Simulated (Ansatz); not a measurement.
Formation energy of the bound charge states of Zn on the Li site (Zn_Li) in rock-salt LiF (start: the Li site; 64-site cell, 2×2×2 shifted sampling) against the Fermi level, F-rich (Δμ(Li) = -5.89 eV, Δμ(Zn) = -6.88 eV, bounded by ZnF2 (P4_2/mnm); only phases computed here count, gases as isolated molecules at 0 K). These are PBE, PAW (plane waves to 420 eV; Ansatz, a quantum-chemistry and plane-wave program) values and carry that method's errors.

Details: 64-site cell; 2×2×2 shifted k-points; host gap 8.83 eV; charged states image-corrected; finite-size errors of tenths of an eV.

```csv
E_F − E_VBM (eV),q = +1,q = 0,q = −1
0.00,0.11,6.47,12.58
1.10,1.21,6.47,11.48
2.21,2.32,6.47,10.38
3.31,3.42,6.47,9.27
4.41,4.52,6.47,8.17
5.52,5.63,6.47,7.07
6.62,6.73,6.47,5.96
7.72,7.83,6.47,4.86
8.83,8.94,6.47,3.76
```

Crossings of the lowest lines: (+1/−1) at 6.24 eV.
